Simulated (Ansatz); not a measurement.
Reference: MoS2 (P6_3/mmc), r2SCAN+D4 with spin-orbit coupling, rigid bands (plane waves, PAW; Ansatz, a quantum-chemistry and plane-wave program); geometry: cell and atoms relaxed with r2SCAN, with a dispersion correction for MoS2 (P6_3/mmc), WS2 (P6_3/mmc).

```
CELL_PARAMETERS angstrom
      3.17410     0.00000     0.00000
     -1.58705     2.74885     0.00000
      0.00000     0.00000    12.48493
ATOMIC_POSITIONS crystal
  Mo 0.66667 0.33333 0.25000
  Mo 0.33333 0.66667 0.75000
  S  0.66667 0.33333 0.62559
  S  0.33333 0.66667 0.37441
  S  0.33333 0.66667 0.12559
  S  0.66667 0.33333 0.87441
```

The band gap is 1.05 eV. The electron conductivity mass comes out as 0.70 mₑ and the hole conductivity mass is 0.77 mₑ. The Seebeck coefficient, n-type 1e19 cm⁻³ is -459 μV/K.

### Question
Replace Mo by W on the same sites and relax. What happens?

### Answer
WS2 (P6_3/mmc): volume per atom 18.2 to 18.2 Å³; band gap rises (1.05 eV to 1.12 eV); electron conductivity mass falls (0.70 mₑ to 0.60 mₑ); hole conductivity mass falls (0.77 mₑ to 0.68 mₑ); Seebeck coefficient, n-type 1e19 cm⁻³ falls in size (-459 μV/K to -386 μV/K).

Moves up to 5 % count as about the same. Masses are for dilute carriers at 300 K, harmonic means over directions unless an axis is named. Seebeck coefficients are for the stated density at 300 K, with one relaxation time for all states and whether or not that doping can be reached.
